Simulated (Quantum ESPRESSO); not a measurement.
Input and output of a self-consistent single point for YbAl₂ (Fd-3m, 6 atoms in the cell) (Quantum ESPRESSO).

Method: LDA (PZ), SSSP 1.1.2 efficiency (PBE) pseudopotentials (plane waves; Quantum ESPRESSO).

```yaml
crystal:
  lattice:
    - [0.00000, 3.92553, 3.92553]
    - [3.92553, 0.00000, 3.92553]
    - [3.92553, 3.92553, 0.00000]
  atoms:
    - { symbol: Yb, position: [0.25000, 0.25000, 0.25000] }
    - { symbol: Yb, position: [0.00000, 0.00000, 0.00000] }
    - { symbol: Al, position: [0.62500, 0.12500, 0.62500] }
    - { symbol: Al, position: [0.62500, 0.62500, 0.62500] }
    - { symbol: Al, position: [0.12500, 0.62500, 0.62500] }
    - { symbol: Al, position: [0.62500, 0.62500, 0.12500] }
```

Reference input (self-consistent single point, DFT, PBEsol, plane waves, SSSP 1.1.2 efficiency (PBE) pseudopotentials): ecutwfc = 50 Ry; ecutrho = 400 Ry; occupations = smearing; smearing = fd; degauss = 0.0036749 Ry; input_dft = pbesol; potentials = {Yb: Yb.GGA-PBE-paw-v1.0.UPF, Al: Al.pbe-n-kjpaw_psl.1.0.0.UPF}; K_POINTS = automatic 10 10 10 0 0 0; conv_thr = 1e-09 Ry. This run's input differs from it in these lines:

```diff
@@ -18,3 +18,3 @@
    degauss = 0.0036749
-   input_dft = 'pbesol'
+   input_dft = 'pz'
 /
```

The program printed (abridged):

```
     Self-consistent Calculation

     iteration #  1     ecut=    50.00 Ry     beta= 0.70

---- Real-time Memory Report at c_bands before calling an iterative solver
          1039 MiB given to the printing process from OS
           213 MiB allocation reported by mallinfo(arena+hblkhd)
------------------

     total energy              =   -2138.16188471 Ry
     estimated scf accuracy    <       0.63333239 Ry

     iteration #  2     ecut=    50.00 Ry     beta= 0.70

---- Real-time Memory Report at c_bands before calling an iterative solver
          1194 MiB given to the printing process from OS
   [... lines left out ...]

---- Real-time Memory Report at c_bands before calling an iterative solver
          1209 MiB given to the printing process from OS
           245 MiB allocation reported by mallinfo(arena+hblkhd)
------------------

     total energy              =   -2138.99666427 Ry
     estimated scf accuracy    <          2.7E-09 Ry

     iteration # 23     ecut=    50.00 Ry     beta= 0.70

---- Real-time Memory Report at c_bands before calling an iterative solver
          1209 MiB given to the printing process from OS
           245 MiB allocation reported by mallinfo(arena+hblkhd)
------------------
     End of self-consistent calculation

     the Fermi energy is    10.6163 ev

!    total energy              =   -2138.99666427 Ry
     estimated scf accuracy    <          2.7E-10 Ry
     smearing contrib. (-TS)   =      -0.00394314 Ry
     internal energy E=F+TS    =   -2138.99272114 Ry

      -> PAW hartree energy AE =     905.65989512 Ry
      -> PAW hartree energy PS =    -779.77812781 Ry
      -> PAW xc energy AE      =   -1274.45807433 Ry
      -> PAW xc energy PS      =      81.01237215 Ry
      -> total E_H with PAW    =     533.45896046 Ry
      -> total E_XC with PAW   =   -1279.21224178 Ry

     convergence has been achieved in  23 iterations

     Forces acting on atoms (cartesian axes, Ry/au):

     atom    1 type  1   force =     0.00000000    0.00000000    0.00000000
   [... zero for the other atoms too ...]

     Total force =     0.000000     Total SCF correction =     0.000000

          total   stress  (Ry/bohr**3)                   (kbar)     P=      -43.31
  -0.00029441  -0.00000000  -0.00000000          -43.31       -0.00       -0.00
  -0.00000000  -0.00029441   0.00000000           -0.00      -43.31        0.00
  -0.00000000   0.00000000  -0.00029441           -0.00        0.00      -43.31

   JOB DONE.
```

The run converged in 23 iterations. Against the reference run the pressure goes from -2.04 to -4.33 GPa. The full log also holds: “c_bands:  4 eigenvalues not converged”.

The starting cell comes from a database of computed structures (which also holds hypothetical and non-ambient phases and stackings), without a prior relaxation at this level. Its lattice was rescaled by a random factor within 2.5 % of one. Spin-orbit coupling is off. Spin polarisation is off. With a pressure of about -4 GPa the cell is away from its equilibrium volume at this level.

Cost on one core of a shared machine: roughly 4 min.
